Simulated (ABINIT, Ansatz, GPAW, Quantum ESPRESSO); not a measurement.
**Code comparison for CdAg (R-3m, 2 atoms in the cell)**

Self-consistent single point.

```
CELL_PARAMETERS angstrom
      1.47505     0.85162     4.67050
     -1.47505     0.85162     4.67050
      0.00000    -1.70324     4.67050
ATOMIC_POSITIONS crystal
  Cd 0.50000 0.50000 0.50000
  Ag 0.00000 0.00000 0.00000
```

Shared settings, as Ansatz (an electronic-structure program) writes them: kpoints.mp_grid.grid = 10 10 10; scf.occupations.method = fermi_dirac; scf.occupations.width = 0.05 eV. Potentials and cutoffs stand in the table.

```csv
code,model,pressure (GPa),cutoff
Ansatz,"PBEsol, PAW files made with PBE",3.21,default
Quantum ESPRESSO,"PBEsol, SSSP 1.1.2 precision (PBE) pseudopotentials",3.12,75 Ry
GPAW,"PBEsol, GPAW PAW datasets PBEsol (made by gpaw-setup)",2.80,550 eV
ABINIT,"PBEsol, PAW (JTH v2.0 PBE PAW, files made for PBE)",3.23,20 Ha
```

The spread over the programs that give each value: pressure within 0.43 GPa.

Ansatz's pressure is given at a fixed set of plane waves, as the other plane-wave codes print theirs; with its correction for the finite basis it is 3.26 GPa.

The starting cell comes from a database of computed structures (which also holds hypothetical and non-ambient phases and stackings), without a prior relaxation at this level. Its lattice was rescaled by a random factor within 2.5 % of one.

Left out of this page: Elk and FLEUR (not drawn, or without a comparable value).

Keys are those of Ansatz 0.2.
